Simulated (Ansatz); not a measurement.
For Ti3Ge (I-4, No. 82, 16 atoms in the cell; start mp-1189044), LDA (Ansatz, an electronic-structure program, plane waves, PAW) gives:

| Property | Result |
|---|---|
| equilibrium lattice constant a | 10.011 Å |
| lattice parameter c | 5.026 Å |
| formation enthalpy | -0.504 eV/atom |

Q: What does PBEsol (Ansatz, PAW) give for the same quantities?

A: 
- lattice constant a: 10.116 Å (increases by 1.0 %)
- lattice parameter c: 5.083 Å (rises by 1.1 %)
- formation enthalpy: -0.496 eV/atom (moves by +0.008 eV/atom)

Changes are worked out from the printed values.

Unless a cell is named, each level is at its own relaxed cell (LDA 15.74, PBEsol 16.26 Å³/atom).

Caveats: the relaxation could not lower the start's symmetry, so the cell can be a saddle point above a distorted one (LDA, PBEsol). Ansatz's density-functional and Hartree–Fock values are scalar-relativistic unless marked +SOC, with PAW data made under PBE.

A start named mp-… is a Materials Project structure, which need not be a measured phase.
